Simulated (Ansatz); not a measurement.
Take MoP (space group P-6m2, No. 187; a = 3.2063 Å, c = 3.1738 Å) as the base.

The other end (x = 1) is ZrP (space group P-6m2, No. 187; a hypothetical phase, not in the database extracts checked): 18.39 Å³/atom, gap zero; this end may not be an ambient phase.

Computed with PBEsol in Ansatz (plane waves to 420 eV, PAW, spin-orbit coupling left out).

Zr replaces a fraction x of Mo; each row is one arrangement (x, atoms in the cell, starting space group or random), fully relaxed.

One change was made to it. Results:

The mixing energy is +0.01 eV/atom (to 0.01 eV only: unlike meshes or grids) (against an end that may be hypothetical); the shortest interatomic distance drops by 0.023 Å to 2.415 Å.

**Question.** Which change produced these results?
(A) x(Zr) = 0.75, 8 atoms, Cmm2
(B) x(Zr) = 0.25, 8 atoms, C2
(C) x(Zr) = 0.75, 8 atoms, P-6m2
(D) x(Zr) = 0.25, 8 atoms, Amm2

**Answer.** D, x(Zr) = 0.25, 8 atoms, Amm2. For comparison, the shortest interatomic distance in the other runs: x(Zr) = 0.75, 8 atoms, Cmm2 gives 2.491 Å; x(Zr) = 0.25, 8 atoms, C2 gives 2.435 Å; x(Zr) = 0.75, 8 atoms, P-6m2 gives 2.471 Å.

These are small ordered cells, not random alloys; other orderings at the same x differ. No phonon test of stability was made. All final runs are without spin polarisation. An odd electron count without spin: MoP and ZrP. ZrP and Zr3MoP4 have a high density of states at the Fermi level and may be magnetic at this level.

Ansatz is a quantum-chemistry and plane-wave program.
